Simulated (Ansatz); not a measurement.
The parent structure is GaSb in the zinc blende structure (space group F-43m, No. 216; a = 6.214 Å).

Level of theory: Ansatz (an electronic-structure program), PBE, PAW, cutoff 420 eV, without spin-orbit coupling, earlier PAW set.

Base values:

The lattice parameter a is 6.214 Å.

Perturbation: a negative pressure, −1 GPa.

### Question
Predict the new lattice parameter a.

### Answer
The lattice parameter a increases by 0.050 Å to 6.264 Å.

Load acts through the strain it causes; cell and atoms are relaxed under it. Whether these cells are dynamically stable was not tested. All final runs are without spin polarisation.
